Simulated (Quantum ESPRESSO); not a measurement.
Worked example: self-consistent single point of DyCu (P4mm, 2 atoms in the cell) in Quantum ESPRESSO.

Method: LDA (PZ), SSSP 1.1.2 efficiency (PBE) pseudopotentials (plane waves; Quantum ESPRESSO 7.5).

The change in words: lattice scaled by 0.98; degauss: 0.0073499 Ry → 0.0036749 Ry; K_POINTS: automatic 5 5 5 0 0 0 → automatic 4 4 4 0 0 0. Reference geometry:
```xyz
2
Lattice="3.4533 0.0000 0.0000 0.0000 3.4533 0.0000 0.0000 0.0000 3.4533" Properties=species:S:1:pos:R:3 pbc="T T T"
Dy     0.0000     0.0000     0.0500
Cu     1.7266     1.7266     1.7266
```
Moments meant for the start (each program seeds them in its own way; μB, in the order of the atoms Dy Cu): 5.0 0.0.

Reference input (self-consistent single point, DFT, LDA (PZ), plane waves, SSSP 1.1.2 efficiency (PBE) pseudopotentials): ecutwfc = 50 Ry; ecutrho = 400 Ry; occupations = smearing; smearing = fermi-dirac; degauss = 0.0073499 Ry; nspin = 2; input_dft = pz; potentials = {Dy: Dy.GGA-PBE-paw-v1.0.UPF, Cu: Cu_pbe_v1.2.uspp.F.UPF}; K_POINTS = automatic 5 5 5 0 0 0; conv_thr = 1e-10 Ry; mixing_beta = 0.4. This run's input differs from it in these lines:

```diff
@@ -16,3 +16,3 @@
  smearing = 'fermi-dirac'
- degauss = 0.0073499
+ degauss = 0.0036749
  nspin = 2
@@ -32,7 +32,7 @@
 K_POINTS {automatic}
-5 5 5  0 0 0
+4 4 4  0 0 0
 CELL_PARAMETERS {bohr}
-   6.525715637     0.000000000     0.000000000
-   0.000000000     6.525715637     0.000000000
-   0.000000000     0.000000000     6.525715637
+   6.395201702     0.000000000     0.000000000
+   0.000000000     6.395201702     0.000000000
+   0.000000000     0.000000000     6.395201702
```

Output, abridged:

```
     Self-consistent Calculation

     iteration #  1     ecut=    50.00 Ry     beta= 0.40

     total energy              =   -1161.55276226 Ry
     estimated scf accuracy    <       5.31153465 Ry

     total magnetization       =     7.17 Bohr mag/cell
     absolute magnetization    =     7.19 Bohr mag/cell

     iteration #  2     ecut=    50.00 Ry     beta= 0.40

     total energy              =   -1161.75982502 Ry
     estimated scf accuracy    <      73.63308836 Ry

     total magnetization       =     0.82 Bohr mag/cell
     absolute magnetization    =     0.94 Bohr mag/cell

     iteration #  3     ecut=    50.00 Ry     beta= 0.40

   [... lines left out ...]

   [... 95 blocks of this kind left out ...]

     iteration # 99     ecut=    50.00 Ry     beta= 0.40

     total energy              =   -1164.85910555 Ry
     estimated scf accuracy    <          1.3E-09 Ry

     total magnetization       =     4.64 Bohr mag/cell
     absolute magnetization    =     4.72 Bohr mag/cell

     iteration #100     ecut=    50.00 Ry     beta= 0.40

     total energy              =   -1164.85910541 Ry
     estimated scf accuracy    <          1.3E-09 Ry

     total magnetization       =     4.64 Bohr mag/cell
     absolute magnetization    =     4.72 Bohr mag/cell
     End of self-consistent calculation

     convergence NOT achieved after 100 iterations: stopping

   JOB DONE.
```

The run ended unconverged after 100 iterations. 

The starting cell comes from a database of computed structures (which also holds hypothetical and non-ambient phases and stackings), without a prior relaxation at this level. Its lattice was rescaled by up to half a per cent. One atom was moved a little off its site on purpose. For this run, on top of that: lattice scaled by 0.98.

Cost on one core of a shared machine: roughly 6 min.
